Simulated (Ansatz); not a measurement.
End structure of the (0001) surface of hcp Be in its 1x1 cell, outermost plane spacing 1.78 Å in the ideal cut:

```
CELL_PARAMETERS angstrom
      2.26165     0.00000     0.00000
     -1.13082     1.95865     0.00000
      0.00000     0.00000    23.50000
ATOMIC_POSITIONS crystal
  Be 0.66667 0.33333 0.34440
  Be 0.33333 0.66667 0.42282
  Be 0.66667 0.33333 0.50000
  Be 0.33333 0.66667 0.57718
  Be 0.66667 0.33333 0.65560
```

Set-up: 5 atoms, 7.1 Å thick at the start (thin: gaps and levels are the slab's own); mesh 19x19x1; 0.1 eV smearing; dipole correction on; all atoms relaxed; symmetry of the start imposed; no spin, no spin-orbit, no U.

Question: Give the surface energy (mean of both faces) at the level PBE (Ansatz, a quantum-chemistry and plane-wave program).

Answer: 112 meV/Å^2

Question: What work function of the top face does PBE give?

Answer: 5.30 eV
